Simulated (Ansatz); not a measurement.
Relaxation of the outer planes of the (211) surface of fluorite-type NiSi2 in its 1x1 cell (cut with top plane Ni + 2 Si, bottom plane Ni + 2 Si), outermost plane spacing 1.11 Å in the ideal cut.

Computed with PBE (plane waves to 420 eV, PAW; Ansatz, a quantum-chemistry and plane-wave program).

Slab: 30 atoms, Ni10Si20, 10.0 Å thick at the start (thin: gaps and levels are the slab's own); k 10x4x1, smearing 0.1 eV, dipole-corrected; all atoms relaxed; start symmetry kept, larger cells not searched; no spin (magnetic order not tried), no spin-orbit, no U.

```tsv
plane	atoms	bulk spacing to the next (Å)	relaxed spacing (Å)	change (%)	rumpling (Å)
1	2 Si + Ni	1.112	___	___	___
2	Ni + 2 Si	1.112	1.245	12.0	0.17 (Si outermost)
```

**Question.** Complete the blanks.

**Answer.** 
- 1, relaxed spacing (Å): 0.904
- 1, change (%): -18.7
- 1, rumpling (Å): 0.11 (Si outermost)
